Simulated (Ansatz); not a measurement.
# Al on the 1x1 (110) surface of zinc-blende GaAs (cut with top plane As + Ga), one in a 2x1 cell, started at the site 'hollow As-As-Ga-Ga'

Host crystal: zinc-blende GaAs, with a band gap (PBE, scalar-relativistic without spin-orbit coupling).

Computed with PBE (plane waves to 420 eV, PAW; Ansatz, a quantum-chemistry and plane-wave program).

Slab: 21 atoms, 8.6 Å thick at the start under the adsorbate (thin: gaps and levels are the slab's own); k 3x4x1, smearing 0.01 eV, dipole-corrected; 8 atoms held, the rest relaxed; symmetry of the start imposed; spin-polarised, ending with about 0.7 μB a cell, a value that depends on the mesh; orders that need a larger cell were not tried, no spin-orbit, no U, no dispersion correction. The slab shows no gap over 0.04 eV on its mesh. At the end it is bonded to As + 2 Ga. In PBE it is, or lies within 0.03 eV of, the lowest of the starts that converged.

The adsorption energy against an atom of fcc Al is 1.20 eV and the work function of the top face is 4.39 eV. The change of the step from the bottom to the top vacuum level, against the clean slab is -0.33 eV and the energy released by relaxation is 0.44 eV. The height of the binding atom over the mean of the host atoms within 0.3 Å of the top one comes out as 0.275 Å and the nearest host atoms of the binding atom comes out as As at 2.54 Å, Ga at 2.74 Å, Ga at 2.74 Å. The largest move of a host atom is 0.49 Å. The cost comes out as very roughly 30 core-minutes.

A negative adsorption energy means that the adsorbate is more stable on the surface than in its reference.
